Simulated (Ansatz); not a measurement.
**Sn on the Si site (Sn_Si) (silicon host)**

Computed with PBE, PAW (plane waves to 420 eV; Ansatz, a quantum-chemistry and plane-wave program). Cell and caveats: 216-site cell; 2×2×2 shifted k-points; start: the Si site; no spin–orbit coupling; not converged in cell size.

Neighbours after relaxation, in Å: of the Sn atom: Si 2.55, Si 2.55, Si 2.55, Si 2.55.

Formation energies E_f are those of the neutral cell. Chemical conditions: host crystal and elements as references (Δμ(Si) = 0.00 eV, Δμ(Sn) = 0.00 eV; Sn taken from its element, since no compound that bounds it was computed at this level; only phases computed here count, gases as isolated molecules at 0 K). Reference phases: Si: silicon, Sn: beta tin.

```tsv
charge	moment (μB)	point group	largest move off a lattice site (Å)	E_f, host crystal and elements as references (eV)
0	not spin-polarised	Td	0.18	0.59
```

Point groups are those of the whole cell at tolerances of 0.03 and 0.1 Å ("near" where only the looser one holds); none is given for unsettled states.

All states together cost about 60 core-minutes (a rough figure).
